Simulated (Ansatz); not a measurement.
## TiAl: isotropic strain +2.50 %

Take TiAl (space group P4/mmm, No. 123; a = 2.766 Å, c = 4.002 Å; relaxed with 0.1 eV smearing) as the base.

Perturbation: an isotropic linear strain of +2.50 %, atoms relaxed at fixed cell.

Level of theory: LDA, PAW, 420 eV (Ansatz, a first-principles code; spin-orbit coupling left out). Settings: 21×21×15 k-points, 0.1 eV Fermi–Dirac smearing.

```tsv
quantity	base	changed	shift
volume per atom	15.31 Å³	16.49 Å³	+1.18 Å³
shortest interatomic distance	2.766 Å	2.835 Å	+0.069 Å
energy relative to the base (free energy F)	0 meV/atom	+32 meV/atom	+32 meV/atom
band gap	zero	zero	–
```

Final structure:

```
TiAl
1.0
    2.83532     0.00000     0.00000
    0.00000     2.83532     0.00000
    0.00000     0.00000     4.10215
Ti Al
1 1
Direct
  0.00000   0.00000   0.00000
  0.50000   0.50000   0.50000
```

No phonon test of stability was made. The final runs are not spin-polarised.
